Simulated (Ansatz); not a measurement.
For cubic perovskite BaHfO3, PBE (Ansatz, a program for electronic structure, PAW) gives:

```
Property                         Value
-----------------------------  -------
lattice constant a             4.206 Å
bulk modulus                   155 GPa
band gap at the measured cell  3.67 eV
```

Task: What does r²SCAN+SOC (Ansatz, plane waves, PAW) give for the same quantities?

Result: 
- lattice constant a: 4.176 Å (decreases by 0.7 %)
- bulk modulus: 171 GPa (rises by 10 %)
- band gap at the measured cell: 4.11 eV (grows by 0.44 eV)

For comparison: lattice constant a 4.171 Å (measured, room temperature, no zero-point or thermal correction, our sources range from 4.171 to 4.180; as tabulated in Zhao et al. (2008), arXiv:0809.3506).

Changes are worked out from the printed values.

Unless a cell is named, each level is at its own relaxed cell (PBE 14.88, r²SCAN+SOC 14.56 Å³/atom).

Levels without +SOC leave out spin–orbit coupling, which shifts energies and cells of such heavy elements.

Levels without +SOC have no spin–orbit coupling; where heavier elements are present it shifts gaps, mostly down, and can invert bands. Density-functional gaps are differences of (generalised) Kohn–Sham levels.

Ansatz's density-functional and Hartree–Fock values are scalar-relativistic unless marked +SOC, with PAW data made under PBE.
